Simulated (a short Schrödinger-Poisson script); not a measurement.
Structure: gated In0.52Al0.48As/In0.53Ga0.47As δ-doped gas in a quantum well, at 77 K.

```tsv
layer	material	thickness (nm)	Na (cm⁻³)
1	In0.52Al0.48As	20	-
2	In0.52Al0.48As	3	-
3	In0.53Ga0.47As	15	-
4	In0.52Al0.48As	4000	4e14
```

Constants are typed, rounded textbook-type inputs, not results; the design itself was drawn at random and stands for no fabricated device. In0.52Al0.48As: permittivity 12.5, conduction-band edge (eV) 0.52, gap (eV) 1.45, electron mass (mₑ) 0.075, Nv at 300 K (cm⁻³) 1.1e19. In0.53Ga0.47As: permittivity 13.9, conduction-band edge (eV) 0, gap (eV) 0.74, Nv at 300 K (cm⁻³) 7.7e18.

Channel valleys (confinement mass, in-plane density-of-states mass, number): Γ 0.041, 0.041, 1. At the gate the conduction-band edge of layer 1 lies 0.65 eV − eVg above the Fermi level of the channel; the field vanishes at the back. Sheet of ionised δ-doping: +3.1e12 e/cm² at 20 nm from the gate. The barrier under the gate holds no holes. Gaps are held at their typed values at every temperature. Mesh 0.08 nm at interfaces.

From a short Schrödinger-Poisson script (our own, NumPy): 1D Poisson equation in equilibrium, electrons quantum, Hartree plus LDA exchange-correlation (BenDaniel-Duke, 40 states a valley, the channel's in-plane mass for all, wave functions free to enter the barrier), parabolic valleys, classical holes, full ionisation, no traps, pinning or gate leakage.

The same stack at other levels of the model or other numerical settings:

| run | sheet density of all electrons at Vg = 0.4 V (cm⁻²) | sheet density of all electrons at Vg = -0.6 V (cm⁻²) | capacitance at Vg = 0.4 V (μF/cm²) | centroid of the channel electrons at Vg = 0.4 V (nm) | rough cost against the base |
|---|---|---|---|---|---|
| base | 2.66e12 | 2.60e11 | 0.404 | 5.14 | about 1 |
| electrons treated as classical, Boltzmann | [?] | 3.51e11 | 0.475 | 0.95 | 0.01 |
| electrons treated as classical, Fermi-Dirac | 2.66e12 | [?] | 0.393 | 5.01 | 0.07 |
| electrons treated as quantum, Hartree | 2.62e12 | [?] | 0.402 | 5.22 | about 1 |
| mesh six times as coarse | 2.66e12 | 2.60e11 | 0.404 | 5.11 | 0.2 |
| one subband a valley | 2.59e12 | 2.60e11 | 0.384 | 4.59 | 0.3 |

Problem. What belongs in the gaps?

Solution. 
- electrons treated as classical, Boltzmann, sheet density of all electrons at Vg = 0.4 V (cm⁻²): 3.27e12
- electrons treated as classical, Fermi-Dirac, sheet density of all electrons at Vg = -0.6 V (cm⁻²): 2.86e11
- electrons treated as quantum, Hartree, sheet density of all electrons at Vg = -0.6 V (cm⁻²): 2.44e11

The classical rows ignore confinement, and Boltzmann statistics overrate the density once the band edge passes the Fermi level.
